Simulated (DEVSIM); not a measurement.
Device: abrupt Si p-n junction, at 300 K.

Layer 1 from the left is Si, thickness (μm) 0.180, Na (cm⁻³) 2.1e18, τn (s) 4.9e-7, τp (s) 4.9e-7. Layer 2 from the left is Si, thickness (μm) 38.0, Nd (cm⁻³) 9.8e16, τn (s) 4.9e-7, τp (s) 4.9e-7.

Left contact: ohmic. Right contact: ohmic. Voltage is applied to the left contact. Recombination: SRH at mid-gap, radiative, Auger. Mobility is μmin + (μ − μmin)/(1 + (N/Nref)^α).

This is a model device: material constants are rounded textbook-type values typed into the input, and sizes, dopings and lifetimes were drawn at random. Values at 300 K.

Si: gap (eV) 1.124, affinity (eV) 4.05, permittivity 11.7, Nc (cm⁻³) 2.86e19, Nv (cm⁻³) 3.1e19, μn (cm²/Vs) 1417, μp (cm²/Vs) 470, μn,min 52, μp,min 45, Nref,n 9.7e16, Nref,p 2.2e17, αn 0.68, αp 0.72, B (cm³/s) 4.7e-15, Cn (cm⁶/s) 2.8e-31, Cp (cm⁶/s) 9.9e-32.

DEVSIM, 1D drift-diffusion, Boltzmann statistics, complete ionisation; no tunnelling, impact ionisation, image-force lowering or self-heating.

Dark forward current:

| |V| (V) | |J| (A/cm²) |
|---|---|
| 0.05 | 2.529e-9 |
| 0.10 | 8.998e-9 |
| 0.15 | 2.707e-8 |
| 0.20 | 8.079e-8 |
| 0.25 | 2.573e-7 |
| 0.30 | 9.416e-7 |
| 0.35 | 4.189e-6 |
| 0.40 | 2.251e-5 |
| 0.45 | 0.0001376 |
| 0.50 | 0.0009002 |
| 0.55 | 0.006078 |
| 0.60 | 0.04158 |
| 0.65 | 0.2853 |
| 0.70 | 1.932 |
| 0.75 | 11.93 |
| 0.80 | 53.77 |
| 0.85 | 155.9 |
| 0.90 | 332.3 |
| 0.95 | 591.6 |
| 1.00 | 939.7 |
| 1.05 | 1381 |
| 1.10 | 1917 |
| 1.15 | 2551 |

Problem. Work out the local ideality factor n = ΔV / (kT/q · ln(J2/J1)) between the rows 0.15 and 0.20 V, 0.60 and 0.65 V, 1.10 and 1.15 V.

Solution. kT/q = 25.85 mV. From 0.15 to 0.20 V: ln(8.079e-8/2.707e-8) = 1.093, n = 1.77. From 0.60 to 0.65 V: ln(0.2853/0.04158) = 1.926, n = 1.00, near the 1 of diffusion or emission over a barrier. From 1.10 to 1.15 V: ln(2551/1917) = 0.286, n = 6.77.

Problem. Estimate the current at 0.55 V from the Shockley equation with J0 = Σ q ni² D/(N L) coth(W/L), τ joining the SRH, radiative and Auger lifetimes that are on, and W taken as the whole layer.

Solution. ni² = 1.16e20 cm⁻⁶; electrons in the p layer: μ = 202 cm²/Vs, D = 5.22 cm²/s, τ = 4.02e-7 s, L = 14.5 μm, W/L = 0.012, term 2.57e-12 A/cm²; holes in the n layer: μ = 318 cm²/Vs, D = 8.21 cm²/s, τ = 4.89e-7 s, L = 20.0 μm, W/L = 1.9, term 8.12e-13 A/cm². J0 = 3.38e-12 A/cm², and J = J0 exp(qV/kT) = 0.00587 A/cm². The simulation gives 0.00608 A/cm²; the estimate lies 3.4 % below. The estimate leaves out recombination in the depletion region and that region's share of W.
